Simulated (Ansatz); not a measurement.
## BAs (model structure, from the rocksalt type, Fm-3m, No. 225): properties by level of theory

| level (code) | equilibrium lattice constant a (Å) | cohesive energy (eV/atom) |
|---|---|---|
| LDA (Ansatz) | … | … |
| PBE (Ansatz) | 4.614 | 3.74 |
| PBEsol (Ansatz) | … | 4.24 |
| PBE-D3(BJ) (Ansatz) | … | 4.11 |
| r²SCAN (Ansatz) | 4.600 | … |

Complete the blanks.


- LDA (Ansatz, an electronic-structure program), equilibrium lattice constant a (Å): 4.539
- LDA (Ansatz), cohesive energy (eV/atom): 4.74
- PBEsol (Ansatz), equilibrium lattice constant a (Å): 4.568
- PBE-D3(BJ) (Ansatz), equilibrium lattice constant a (Å): 4.558
- r²SCAN (Ansatz), cohesive energy (eV/atom): 3.60

Ansatz's density-functional and Hartree–Fock values are scalar-relativistic unless marked +SOC, with PAW data made under PBE.

A model structure was made by putting elements into a prototype or built by hand; it is no filed structure, need not be a known phase, and can be a saddle point held by its symmetry.
